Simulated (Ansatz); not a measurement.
Mo: pressure 4.5 GPa

The reference is Mo in the bcc (W type) structure (space group Im-3m, No. 229; a = 3.111 Å).

The change: cell and atoms relaxed at a pressure of 4.5 GPa.

Level of theory: LDA, PAW, 420 eV (Ansatz, a first-principles code; spin-orbit coupling left out). k-mesh 21×21×21 (Γ-centred); smearing 0.05 eV (Fermi–Dirac).

```csv
quantity,base,changed,shift
volume per atom,15.06 Å³,14.84 Å³,-0.22 Å³
density,10.58 g/cm³,10.74 g/cm³,+0.16 g/cm³
lattice parameter a,3.111 Å,3.096 Å,-0.015 Å
shortest interatomic distance,2.695 Å,2.681 Å,-0.0133 Å
enthalpy H = E + PV relative to the base's energy,–,+0.42 eV/atom,–
band gap,zero,zero,–
```

Final structure:

```xyz
1
Lattice="-1.5480 1.5480 1.5480 1.5480 -1.5480 1.5480 1.5480 1.5480 -1.5480" Properties=species:S:1:pos:R:3 pbc="T T T"
Mo     0.0000     0.0000     0.0000
```

Load acts through the strain it causes; cell and atoms are relaxed under it. Whether these cells are dynamically stable was not tested. The final runs are not spin-polarised.
